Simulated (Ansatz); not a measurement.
System: Al vacancy in wurtzite AlN strained by -1.5 % along x and y, z held (charge state -3). Level of theory: PBE, PAW (plane waves to 420 eV; Ansatz, a first-principles code).

72-site cell at the strained lattice (strain from the relaxed PBE one, atoms relaxed), a 2×2×2 k-point mesh shifted by half a step along c, smearing 0.01 eV, spin-restricted, no finite-size correction. No zero-point or tunnelling terms. The charge state is imposed; whether it is stable for some Fermi level was not computed. Forms of the defect that were not tried may lie lower.

A. one Al atom jumps into the vacancy from a nearby Al site; the atom moves 2.98 Å along (-0.97, 0.00, 0.00) of the unit cell; the moving atom starts with neighbours N at 1.79, 2 N at 1.89, N at 1.92 Å and ends with N at 1.79, 2 N at 1.89, N at 1.92 Å; saddle order not checked, on a symmetry element.
B. one Al atom jumps into the vacancy from a nearby Al site; the atom moves 4.33 Å along (-0.66, -1.33, -0.50) of the unit cell; the moving atom starts with neighbours 2 N at 1.87, N at 1.88, N at 1.91 Å and ends with 2 N at 1.88, 2 N at 1.89 Å; saddle order not checked, on a symmetry element.
C. one Al atom jumps into the vacancy from a nearby Al site; the atom moves 2.99 Å along (-0.65, -0.32, 0.49) of the unit cell; the moving atom starts with neighbours N at 1.80, N at 1.90, 2 N at 1.93 Å and ends with N at 1.78, 2 N at 1.89, N at 1.94 Å; saddle order not checked, on a symmetry element.

A band can be held on a symmetry element, so unchecked saddle points there may be too high.

### Question
Rank these by forward barrier (lowest first), as PBE, PAW gives it.

### Answer
A (2.11 eV), C (2.26 eV), B (5.18 eV)
